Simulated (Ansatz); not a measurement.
Band structure of PbSe (Fm-3m, 2 atoms in the cell).

```
PbSe
1.0
    0.00000     3.06000     3.06000
    3.06000     0.00000     3.06000
    3.06000     3.06000     0.00000
Pb Se
1 1
Direct
  0.00000   0.00000   0.00000
  0.50000   0.50000   0.50000
```

Level of theory: PBE (plane waves, PAW; Ansatz, a first-principles code).

Settings: kpoints.mp_grid.grid = 6 6 6; hamiltonian.xc = pbe; hamiltonian.pseudopotentials = {kind: paw} (the program's default PAW files); scf.occupations.method = fermi_dirac; scf.occupations.width = 0.01 eV; kpoints.band_path.npoints = 8.

The starting cell has typed, rounded lattice constants, without a prior relaxation at this level. Spin-orbit coupling is off.

Q: Predict the gap along the standard path and the places of the band edges.

A: The gap along the path is 0.29 eV, direct at L to within 0.01 eV.

Levels in eV from the top of the valence band on the path, bands 12 to 18:
| point | 12 | 13 | 14 | 15 | 16 | 17 | 18 |
|---|---|---|---|---|---|---|---|
| Γ | -6.30 | -1.89 | -1.89 | -1.89 | 4.71 | 4.71 | 4.71 |
| X | -7.37 | -5.00 | -3.25 | -3.25 | 3.69 | 5.61 | 5.61 |
| W | -8.01 | -4.24 | -4.24 | -0.80 | 1.89 | 4.94 | 4.94 |
| K | -8.03 | -4.59 | -2.74 | -2.40 | 3.39 | 4.01 | 5.43 |
| L | -8.80 | -1.48 | -1.48 | 0.00 | 0.29 | 1.69 | 1.69 |
| U | -8.03 | -4.59 | -2.74 | -2.40 | 3.39 | 4.01 | 5.43 |

Keys are those of Ansatz 0.2.
